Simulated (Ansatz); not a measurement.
We consider SnC (model structure, started from the wurtzite type, P6₃mc, No. 186, 4 atoms in the cell), described by PBEsol (PAW; Ansatz, a first-principles code).

Run with plane-wave cutoff 520 eV, 12×12×6 k mesh (along the axes of the cell as run), Fermi–Dirac smearing 0.01 eV, scalar-relativistic PAW data made under PBE.

Cell (relaxed with PBEsol):

Space group P6₃mc (No. 186); a = 3.5532 Å, b = 3.5532 Å, c = 5.8180 Å, α = 90.00°, β = 90.00°, γ = 120.00°

```csv
atom,site,symmetry,x,y,z
Sn,2b,3m.,0.6667,0.3333,0.0004
C,2b,3m.,0.3333,0.6667,0.1248
```

Q: What does this level give for the band gap?

A: 
* **band gap**: 0.97 eV

Note: the relaxation could raise the start's symmetry but not lower it, so the cell can be a saddle point.

Spin–orbit coupling is not included.

It cost around 21 core-seconds (rough) of CPU time.

A model structure was made by putting elements into a prototype or built by hand; it is no filed structure, need not be a known phase, and can be a saddle point held by its symmetry.
